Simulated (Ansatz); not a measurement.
**BaTiO3 under a change: biaxial strain −1.04 %, plane normal [001], relaxed out of plane**

The parent structure is BaTiO₃ (space group P4mm, No. 99; a = 3.9851 Å, c = 4.2043 Å). Axes: x, y, z lie along a, b, c of the conventional cell.

Perturbation: compressive biaxial strain of 1.04 % in the plane normal to [001], as in epitaxy on a mismatched substrate; the out-of-plane cell vector and the atoms relax.

All numbers come from plane-wave PAW DFT at the PBE level (Ansatz, an electronic-structure program, 420 eV), no spin-orbit coupling, earlier PAW set. Settings: 8×8×8 k-points, 0.05 eV Fermi–Dirac smearing.

The volume per atom stays 13.35 Å³ and the space group remains P4mm (No. 99). The shortest interatomic distance shrinks by 0.0067 Å, from 1.811 Å to 1.805 Å and the energy rises by 2.0 meV/atom. The pressure (mean of the normal stresses, compression positive) goes from zero to 1.53 GPa and the band gap goes up by 0.025 eV (1.85 eV → 1.87 eV). The gap character stays indirect, A → Γ and the smallest direct gap rises by 0.11 eV to 2.50 eV. The width of the top valence band grows by 0.16 eV, from 1.39 eV to 1.55 eV and the out-of-plane strain is +2.10 %. The ratio −ε⊥/ε∥ amounts to 2.02 and the mean in-plane stress (compression positive) is +2.3 GPa.

Stability against distortions was not tested. All final runs are without spin polarisation.
